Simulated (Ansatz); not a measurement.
# Cu, pressure series

Start from Cu in the fcc (Cu type) structure (space group Fm-3m, No. 225; a = 3.564 Å).

Cell and atoms are relaxed at each pressure.

The values are results of PBEsol in Ansatz (plane waves to 420 eV, PAW, no SOC), not measurements.

Notes on the quantities. enthalpy: H = E + PV relative to the base's energy.

| change | shortest interatomic distance | density | enthalpy |
|---|---|---|---|
| base | 252.0 pm | 9.33 g/cm³ | – |
| pressure −2 GPa | 253.0 pm | 9.21 g/cm³ | -0.14 eV/atom |
| pressure −1 GPa | 252.5 pm | 9.27 g/cm³ | -0.07 eV/atom |
| pressure 0.9 GPa | 251.6 pm | 9.38 g/cm³ | +0.06 eV/atom |
| pressure 2.1 GPa | 251.0 pm | 9.44 g/cm³ | +0.15 eV/atom |
| pressure 4.5 GPa | 249.9 pm | 9.56 g/cm³ | +0.31 eV/atom |
| pressure 9 GPa | 248.0 pm | 9.78 g/cm³ | +0.62 eV/atom |
| pressure 15 GPa | 245.9 pm | 10.04 g/cm³ | +1.02 eV/atom |
| pressure 22.5 GPa | 243.5 pm | 10.34 g/cm³ | +1.50 eV/atom |
| pressure 30 GPa | ___ | ___ | +1.98 eV/atom |

### Question
Some entries are withheld; estimate them.

### Answer

- pressure 30 GPa, shortest interatomic distance: 241.4 pm
- pressure 30 GPa, density: 10.61 g/cm³

Load acts through the strain it causes; cell and atoms are relaxed under it. No phonon test of stability was made. Competing high-pressure phases were not computed. The final runs are not spin-polarised.

Ansatz is a quantum-chemistry and plane-wave program.
